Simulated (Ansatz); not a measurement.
The starting structures come from a database of crystals and need not be the phases stable at ambient conditions.

**Evanescent states of Si (P6_3/mmc, 4 atoms a cell, 20.1 Å³ an atom) along the normal of (110)**

Calculation: r2SCAN (plane waves, PAW; Ansatz, a program for electronic structure).

The gap is the functional's own, uncorrected, and κ follows it; spin-orbit coupling is left out. Mid-gap means the computed energy nearest the middle.

Energies count from the valence-band top; κ is the least over a 6×6 mesh across the current.

```
E (eV)  κ (1/Å)  where
------  -------  -----
0.03      0.029      Γ
0.07      0.050      Γ
0.12      0.064      Γ
0.17          ?      Γ
0.23          ?      Γ
0.28          ?      Γ
0.33          ?      Γ
0.38          ?      Γ
0.42          ?      Γ
0.47      0.059      Γ
0.53      0.046      Γ
0.57      0.027      Γ
```

### Question
Some entries are withheld; supply them.

### Answer

- 0.17, κ (1/Å): 0.075
- 0.23, κ (1/Å): 0.085
- 0.28, κ (1/Å): 0.093
- 0.33, κ (1/Å): 0.086
- 0.38, κ (1/Å): 0.078
- 0.42, κ (1/Å): 0.069
